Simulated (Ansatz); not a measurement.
BN under load (space group P6_3mc), Ansatz (a first-principles code) with PBE, rigid bands. Condition of this run: hydrostatic pressure of 36 GPa (compression positive) (the target of the relaxation). Band gap 5.00 eV, N_c = 1.33e19 cm⁻³ and N_v = 4.81e19 cm⁻³ at 300 K, conductivity masses along y (a = (2.47, 0.00, 0.00) Å; b = (-1.24, 2.14, 0.00) Å; c = (0.00, 0.00, 4.09) Å) of 0.492 mₑ (electrons) and 0.828 mₑ (holes). Take k_BT = 0.02585 eV.

### Question
Find the intrinsic carrier density and the intrinsic Fermi level.

### Answer
n_i = √(N_c N_v) exp(−E_g/2k_BT) = 2.53e19 × exp(−96.70) = 2.5e-23 cm⁻³. The level lies (k_BT/2) ln(N_v/N_c) = 17 meV from mid-gap (positive towards the conduction band). Each 0.1 eV added to the gap lowers n_i by a factor of 6.9.

### Question
What thermal injection velocity √(2k_BT/πm) limits a ballistic channel along the direction named?

### Answer
7.67e6 cm/s for electrons and 5.91e6 cm/s for holes, a ratio of √(m_h/m_e) = 1.30, for dilute carriers.

### Question
A film of it is 5 nm thick, with its normal along the direction named. Estimate the confinement energies in an infinite well.

### Answer
ħ²π²/(2m t²) = 0.376 eV·nm²/(m/mₑ × t²) gives 30.6 meV for electrons and 18.2 meV for holes, so the gap would widen to about 5.05 eV. Finite barriers and nonparabolic bands lower this, and with several valleys or bands the heaviest mass along the normal sets the lowest level, not this average.

Rigid bands with the computed gap; masses take one relaxation time for all states. Spin-orbit coupling is left out. Geometry: cell and atoms relaxed with PBEsol.
